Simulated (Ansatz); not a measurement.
## hypothetical diamond Sb with two functionals, pressure 10 GPa

Take Sb in the diamond structure (space group Fd-3m, No. 227; a = 6.986 Å; a hypothetical phase, not in the database extracts checked) as the base.

(Cell as relaxed with PBE.)

Levels (all Ansatz, a first-principles code, PAW): PBE (420 eV, scalar-relativistic without spin-orbit coupling); PBEsol (420 eV, no SOC).

Each level relaxes its own structure.

```csv
base,PBE,PBEsol
volume per atom,42.62 Å³,40.48 Å³
lattice parameter a,6.986 Å,6.867 Å
band gap,zero,zero
```

Modification: cell and atoms relaxed at a pressure of 10 GPa.

```csv
quantity,PBE,PBEsol
shortest interatomic distance,2.820 Å,___
band gap,zero,___
```

### Question
Given the PBE results, estimate those of PBEsol.

### Answer

- shortest interatomic distance, PBEsol: 2.788 Å
- band gap, PBEsol: zero

PBE's shortest interatomic distance lies 0.032 Å above PBEsol's (1.1 %); the two agree on the band gap. Neither level is exact; PBEsol is the comparison here, not a measurement.

Load acts through the strain it causes; cell and atoms are relaxed under it. Stability against distortions was not tested. No other phases were tried under pressure.
